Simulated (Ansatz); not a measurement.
Take PbTe in the rock salt structure (space group Fm-3m, No. 225) as the base.

```xyz
2
Lattice="0.0000 3.2847 3.2847 3.2847 0.0000 3.2847 3.2847 3.2847 0.0000" Properties=species:S:1:pos:R:3 pbc="T T T"
Te     3.2847     3.2847     3.2847
Pb     0.0000     0.0000     0.0000
```

Method: Kohn–Sham DFT with the PBE functional, run in Ansatz (a first-principles code) with PAW and 420 eV plane waves, scalar-relativistic without spin-orbit coupling.

Before the change:

- Band gap: 0.83 eV
- Gap character: direct at L
- Hole mass: 0.49 mₑ along k, 0.092 mₑ across (at L)

The change: every lattice vector is stretched by 2.00 %; the atoms relax in the strained cell.

Question: Predict the new energy relative to the base.

Answer: The energy rises by 14 meV/atom.

Question: Estimate the effect on the band gap.

Answer: The band gap increases by 0.096 eV (0.83 eV → 0.92 eV).

Question: Estimate the effect on the gap character.

Answer: The gap character is still direct at L.

Question: What happens to the hole mass?

Answer: The hole mass changes from 0.49 mₑ along k, 0.092 mₑ across (at L) to 0.58 mₑ along k, 0.11 mₑ across (at L).

With Pb and Te present, leaving out spin-orbit coupling can change the band edges. Effective masses come from finite differences of ±0.01 Å⁻¹. Along k means along the line from Γ to the band edge. No phonon test of stability was made.
